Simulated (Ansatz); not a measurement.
## Hypothetical diamond Al: response to strain

The parent structure is Al in the diamond structure (space group Fd-3m, No. 227; a = 5.9975 Å; a hypothetical phase, not in the database extracts checked; relaxed with 0.1 eV smearing). Axes: x, y, z lie along the cube axes.

Strains are applied to the cell and any free atomic positions relax; under biaxial strain the out-of-plane vector relaxes too.

Computed with PBEsol, PAW, 420 eV (Ansatz, a quantum-chemistry and plane-wave program; scalar-relativistic without spin-orbit coupling).

Notes on the quantities. energy relative to the base: free energy F.

| change | volume per atom | energy relative to the base | space group |
|---|---|---|---|
| base | 26.97 Å³ | 0 meV/atom | Fd-3m (No. 227) |
| biaxial strain +0.13 %, plane normal [001], relaxed out of plane | 26.89 Å³ | 0.0 meV/atom | I4_1/amd (No. 141) |
| biaxial strain +2.26 %, plane normal [001], relaxed out of plane | 25.17 Å³ | -13 meV/atom | I4_1/amd (No. 141) |
| isotropic strain −2.56 % | 24.95 Å³ | +22 meV/atom | Fd-3m (No. 227) |
| isotropic strain +1.11 % | 27.87 Å³ | +3.6 meV/atom | Fd-3m (No. 227) |
| uniaxial strain ε_xx = −5.78 % | 25.41 Å³ | +6.3 meV/atom | I4_1/amd (No. 141) |
| uniaxial strain ε_xx = −1.12 % | 26.66 Å³ | +0.2 meV/atom | I4_1/amd (No. 141) |

No phonon test of stability was made. Under biaxial strain +0.13 %, plane normal [001], relaxed out of plane and biaxial strain +2.26 %, plane normal [001], relaxed out of plane the cell ends below the base's energy or with stress of the wrong sign: the atoms slid into a distortion or the cell is elastically unstable, so the base is not a stable minimum at this level.
